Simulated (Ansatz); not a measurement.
Subject: the formation energy of C_i in Pd (fcc, Fm-3m). Reaction: C (graphite) + 8 Pd (fcc) → cell A.

Cell A: a supercell of 8 sites of Pd (fcc, Fm-3m) with C off the lattice sites (6 Pd at 1.99 Å); spin state with PBE: run without spin, k-point mesh 10×10×10.
```xyz
9
Lattice="5.5045 0.0000 0.0000 2.7523 4.7671 0.0000 2.7523 1.5890 4.4944" Properties=species:S:1:pos:R:3 pbc="T T T"
Pd     0.0000     0.0000     0.0000
Pd     1.3475     0.7780     2.2706
Pd     1.3475     2.4000    -0.0233
Pd     8.2568     3.2111     2.2706
Pd     2.7523    -0.0330    -0.0233
Pd     6.9093     5.5451     2.2706
Pd     4.1570     2.4000    -0.0233
Pd     5.5045     3.1780     2.2472
C      2.7523     1.5890     1.1236
```

Reference: C (graphite, P6₃/mmc), 4 atoms in the cell, k-point mesh 18×18×6 on the run's own vectors. Conventional cell: a = 2.465 Å, b = 2.465 Å, c = 6.731 Å, α = 90.00°, β = 90.00°, γ = 120.00°.

Reference: Pd (fcc, Fm-3m), 8 atoms in the cell, a perfect crystal on lattice vectors that match the other cells', k-point mesh 10×10×10 on the run's own vectors.

Computed with Ansatz (plane waves, PAW), its PAW set soft_1, cutoff 420 eV, 500 eV for r2SCAN. The structures are at rest with PBE+D3(BJ), within the held lattices; other levels are single points on them. Neutral cells; Fermi-Dirac smearing of at most 0.10 eV in the solids, energies taken to zero width. The lattices are those relaxed with PBE+D3(BJ), so at other levels the solids can be strained, which adds to the spread. A dispersion term (D3(BJ), or D4 for r2SCAN) was computed beside these levels and is taken off wherever the name lacks it. Static lattices, no vibrational contributions. The structures are the rest points that the relaxations reached, not proven lowest. No correction for cell size. The cell is small for its defects, so this is an ordered compound on the host's lattice rather than an isolated defect. Cell A has symmetry Fm-3m and got no random move, so less symmetric positions, which may lie lower, weren't tried.

Problem. Give the value at the level r2SCAN.

Solution. 0.99 eV, for C (graphite) + 8 Pd (fcc) → cell A.

Problem. List the value at the remaining levels and say how far they part.

Solution. 
```json
[
 {"Level": "PBE", "value (eV)": "1.24", "less r2SCAN": "0.25"},
 {"Level": "PBE+D3(BJ)", "value (eV)": "0.94", "less r2SCAN": "-0.05"}
]
```

The levels span 0.30 eV, from PBE+D3(BJ) (0.94) to PBE (1.24).

Ansatz is a program for electronic structure.
